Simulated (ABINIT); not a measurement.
Band structure of NbC (Fm-3m, 2 atoms in the cell).

```
CELL_PARAMETERS angstrom
      0.00000     2.23500     2.23500
      2.23500     0.00000     2.23500
      2.23500     2.23500     0.00000
ATOMIC_POSITIONS crystal
  Nb 0.00000 0.00000 0.00000
  C  0.50000 0.50000 0.50000
```

Level of theory: PBE, PAW (JTH v2.0 PBE PAW) (plane waves; ABINIT 10.0.3).

Settings: pseudos = [Nb.GGA_PBE-JTH.xml, C.GGA_PBE-JTH.xml]; ecut = 42 Ry; pawecutdg = 84 Ry; pawxcdev = 0; ixc = 11; occopt = 3; tsmear = 0.05 eV; ngkpt = 17 17 17; nshiftk = 1; shiftk = 0 0 0; potentials = JTH v2.0 PBE PAW; kptopt = 1; nstep = 60.

The starting cell has typed, rounded lattice constants, without a prior relaxation at this level. Spin polarisation is off.

Levels in eV from the Fermi level, bands 5 to 12:
| point | 5 | 6 | 7 | 8 | 9 | 10 | 11 | 12 |
|---|---|---|---|---|---|---|---|---|
| Γ | -13.47 | -1.34 | -1.34 | -1.34 | -0.27 | -0.27 | -0.27 | 0.32 |
| X | -12.14 | -4.21 | -3.89 | -1.35 | -1.35 | 1.95 | 3.20 | 3.20 |
| W | -11.33 | -4.67 | -4.41 | -4.41 | 1.50 | 1.50 | 3.21 | 5.16 |
| K | -11.42 | -5.19 | -4.25 | -3.53 | -0.34 | 2.46 | 3.39 | 5.54 |
| L | -9.82 | -7.59 | -5.16 | -5.16 | 2.11 | 2.11 | 3.54 | 5.74 |
| U | -11.42 | -5.19 | -4.25 | -3.53 | -0.34 | 2.46 | 3.39 | 5.54 |

Bands cross the Fermi level along this path, so the cell is metallic at this level.
